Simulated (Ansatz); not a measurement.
The parent structure is Re in the hcp (Mg type) structure (space group P6_3/mmc, No. 194; a = 2.758 Å, c = 4.463 Å). Axes: x lies along a and z along c of the hexagonal cell.

Level of theory: Ansatz (a quantum-chemistry and plane-wave program) r2SCAN, scalar-relativistic without spin-orbit coupling, earlier PAW set.

Free-standing slabs (1 atom(s) a layer) normal to the z axis with 15 Å of vacuum; in-plane cell held at bulk.

One change was made to it. Results:

```tsv
quantity	base	after
shortest interatomic distance	2.741 Å	2.622 Å
excess energy per area of both faces (slab less bulk energy over the cell's area: twice a surface energy) (uncertain by up to 0.10 J/m²)	–	5.4 J/m²
```

Q: Which of these changes matches the shifts?
A) 4 layers
B) 7 layers
C) 5 layers

A: A, 4 layers. For comparison, the shortest interatomic distance in the other runs: 5 layers gives 2.649 Å; 7 layers gives 2.635 Å.

The excess energy carries the mismatch between the slab's and the bulk's meshes. No phonon test of stability was made. All final runs are without spin polarisation.
